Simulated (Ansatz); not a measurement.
# What Te → Cr does to CdTe

Base system: CdTe in the zinc blende structure (space group F-43m, No. 216; a = 6.490 Å).

It is then changed as follows: full substitution Te → Cr; the structure is relaxed again.

Calculations: Ansatz (a first-principles code), PBEsol, PAW, cutoff 420 eV, no spin-orbit coupling, earlier PAW set. Settings: 13×13×13 k-points, 0.05 eV Fermi–Dirac smearing, for the changed cell.

| quantity | base | changed | shift |
|---|---|---|---|
| lattice parameter a | 6.490 Å | 6.194 Å | -0.296 Å |
| space group | F-43m (No. 216) | F-43m (No. 216) | – |
| shortest interatomic distance | 2.810 Å | 2.682 Å | -0.128 Å |
| band gap | 0.65 eV | zero | – |
| magnetic state | not spin-polarised | ferromagnetic | – |
| largest site moment | 0.00 μB | 3.88 μB | +3.88 μB |

Final structure:

```
CELL_PARAMETERS angstrom
      0.00000     3.09688     3.09688
      3.09688     0.00000     3.09688
      3.09688     3.09688     0.00000
ATOMIC_POSITIONS crystal
  Cr 0.75000 0.75000 0.75000
  Cd 0.00000 0.00000 0.00000
```

Other magnetic orders, which the real material may have, were not ruled out. Spin-orbit coupling, missing from the scalar runs, can matter with Te. Stability against distortions was not tested. As relaxed here, CrCd is a hypothetical phase, not in the database extracts checked.
